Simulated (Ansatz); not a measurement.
A computed series for InPd: element substitutions

Start from InPd in the CsCl type structure (space group Pm-3m, No. 221).

```yaml
crystal:
  lattice:
    - [3.24695, 0.00000, 0.00000]
    - [0.00000, 3.24695, 0.00000]
    - [0.00000, 0.00000, 3.24695]
  atoms:
    - { symbol: In, position: [0.00000, 0.00000, 0.00000] }
    - { symbol: Pd, position: [0.50000, 0.50000, 0.50000] }
```

Each row replaces one element on all its sites; cell and atoms are relaxed.

Method: PBEsol/PAW in Ansatz (an electronic-structure program), no spin-orbit coupling.

| change | shortest interatomic distance | density |
|---|---|---|
| base | 2.812 Å | 10.73 g/cm³ |
| Pd → Ge | 3.049 Å | 7.13 g/cm³ |
| In → Sb | 2.908 Å | 10.00 g/cm³ |
| In → B | 2.376 Å | 9.43 g/cm³ |

Whether these cells are dynamically stable was not tested. As relaxed here, InGe, PdSb and PdB are hypothetical phases, not in the database extracts checked. The final runs are not spin-polarised. An odd electron count without spin: InGe, InPd, PdSb and PdB.
